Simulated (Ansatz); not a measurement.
The starting structures come from a database of crystals and need not be the phases stable at ambient conditions.

By PBEsol, the system below comes out a metal.

Without scattering a metal conducts by its projected Fermi surface.

Data:

```xyz
2
Lattice="3.2527 0.0000 0.0000 0.0000 4.6000 0.0000 0.0000 2.3000 2.3000" Properties=species:S:1:pos:R:3 pbc="T T T"
Zr     1.6263     2.3000     0.0000
Cu     0.0000     0.0000     0.0000
```

The cell is taken as given; by PBEsol it stands under a pressure of -3.2 GPa.

The current flows along the normal of the first two printed cell vectors, the (110) plane of the conventional cell. No spin-orbit coupling; the value is a mean over 0.1 eV about the Fermi level.

### Question
Compute, with PBEsol run with Ansatz (a quantum-chemistry and plane-wave program), the ballistic conductance per area.

### Answer
1.0 × 10¹⁵ S/m² for both spins.
